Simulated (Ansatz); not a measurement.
# A computed series for hypothetical CdI2 type TeS2: response to strain and stress

Consider TeS2 in the CdI2 type structure (space group P-3m1, No. 164; a hypothetical phase, not in the database extracts checked; layered, stacked along the Cartesian z axis).

```
CELL_PARAMETERS angstrom
      3.79196     0.00000     0.00000
     -1.89598     3.28393     0.00000
      0.00000     0.00000     5.70049
ATOMIC_POSITIONS crystal
  Te 0.00000 0.00000 0.00000
  S  0.33333 0.66667 0.27251
  S  0.66667 0.33333 0.72749
```

Cartesian axes are those of the cell as printed.

Strains are applied to the cell and any free atomic positions relax; under stress the whole cell relaxes.

Level of theory: PBE-D3(BJ) (Ansatz, a program for electronic structure, PAW, no SOC).

Candidates:
(a) uniaxial stress, 3 GPa tension along x
(b) uniaxial stress, 2 GPa tension along x
(c) strain tensor (xx, yy, zz, yz, xz, xy) = (−2.04, −1.44, +1.81, +0.75, −1.40, +0.92) %
(d) isotropic strain −2.68 %

Notes on the quantities. energy relative to the base: free energy F.

Task: Order them by energy relative to the base, highest first.

Result: (d) isotropic strain −2.68 % (+20 meV/atom), (a) uniaxial stress, 3 GPa tension along x (+9.3 meV/atom), (c) strain tensor (xx, yy, zz, yz, xz, xy) = (−2.04, −1.44, +1.81, +0.75, −1.40, +0.92) % (+8.2 meV/atom), (b) uniaxial stress, 2 GPa tension along x (+3.9 meV/atom)

A case with no gap was solved on a k-mesh chosen for an insulator, which is coarse for it. Stability under load was not tested beyond the relaxation. The final runs are not spin-polarised.
